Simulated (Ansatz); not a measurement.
The parent structure is PbSe in the rock salt structure (space group Fm-3m, No. 225; a = 6.178 Å).

Computed with r2SCAN in Ansatz (plane waves to 500 eV, PAW, no spin-orbit coupling).

Before the change:

- Volume per atom: 29.48 Å³

It is then changed as follows: cell and atoms relaxed at a pressure of 15 GPa.

**Question.** How does this affect the volume per atom?

**Answer.** The volume per atom shrinks by 5.173 Å³ (29.48 Å³ → 24.30 Å³).

Load acts through the strain it causes; cell and atoms are relaxed under it. No phonon test of stability was made. No other phases were tried under pressure.

Ansatz is an electronic-structure program.
